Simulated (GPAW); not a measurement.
Band structure of MoW (Cmmm, 2 atoms in the cell).

```xyz
2
Lattice="1.5619 -2.2097 0.0000 1.5619 2.2097 0.0000 0.0000 0.0000 4.4372" Properties=species:S:1:pos:R:3 pbc="T T T"
Mo     0.0000     0.0000     0.0000
W      1.5619     0.0000     2.2186
```

Level of theory: LDA (Perdew-Wang 92), GPAW PAW datasets LDA (gpaw-data 1.0.1) (plane waves; GPAW).

Settings: mode = pw; ecut = 600 eV; xc = LDA; kpts = 10 10 6; mesh shift (steps) = 0 0 0; occupations.name = fermi-dirac; occupations.width = 0.136 eV; nbands = -10; convergence.density = 1e-05 e/electron; convergence.energy = 1e-05 eV/electron; symmetry.symmorphic = false; symmetry.tolerance = 0.0005; maxiter = 120; bandpath_npoints = 40.

The starting cell comes from a database of computed structures (which also holds hypothetical and non-ambient phases and stackings), without a prior relaxation at this level. Its lattice was rescaled by a random factor within 2.5 % of one. Spin-orbit coupling is off. Spin polarisation is off.

Levels in eV from the Fermi level, bands 11 to 18:
```json
[
 {"point": "Γ", "11": "-3.62", "12": "-1.42", "13": "-1.41", "14": "-1.34", "15": "1.24", "16": "1.59", "17": "1.75", "18": "2.23"},
 {"point": "X", "11": "-4.57", "12": "-3.58", "13": "-0.76", "14": "1.79", "15": "1.80", "16": "2.25", "17": "2.73", "18": "3.46"},
 {"point": "S", "11": "-3.24", "12": "-3.21", "13": "-2.06", "14": "-1.93", "15": "1.21", "16": "1.93", "17": "2.43", "18": "3.23"},
 {"point": "R", "11": "-3.67", "12": "-3.59", "13": "1.13", "14": "1.46", "15": "1.62", "16": "1.97", "17": "2.64", "18": "3.05"},
 {"point": "A", "11": "-3.38", "12": "-3.35", "13": "-3.33", "14": "-3.06", "15": "2.40", "16": "2.44", "17": "2.74", "18": "2.82"},
 {"point": "Z", "11": "-2.66", "12": "-2.64", "13": "-1.86", "14": "-1.76", "15": "0.99", "16": "1.03", "17": "1.67", "18": "1.68"},
 {"point": "Y", "11": "-5.76", "12": "-3.58", "13": "1.30", "14": "1.83", "15": "2.64", "16": "4.33", "17": "4.65", "18": "4.68"},
 {"point": "X1", "11": "-4.57", "12": "-3.58", "13": "-0.76", "14": "1.79", "15": "1.80", "16": "2.25", "17": "2.73", "18": "3.46"},
 {"point": "A1", "11": "-3.38", "12": "-3.35", "13": "-3.33", "14": "-3.06", "15": "2.40", "16": "2.44", "17": "2.74", "18": "2.82"},
 {"point": "T", "11": "-3.65", "12": "-3.63", "13": "-0.92", "14": "-0.60", "15": "0.14", "16": "0.26", "17": "4.43", "18": "5.94"}
]
```

Bands cross the Fermi level along this path, so the cell is metallic at this level.
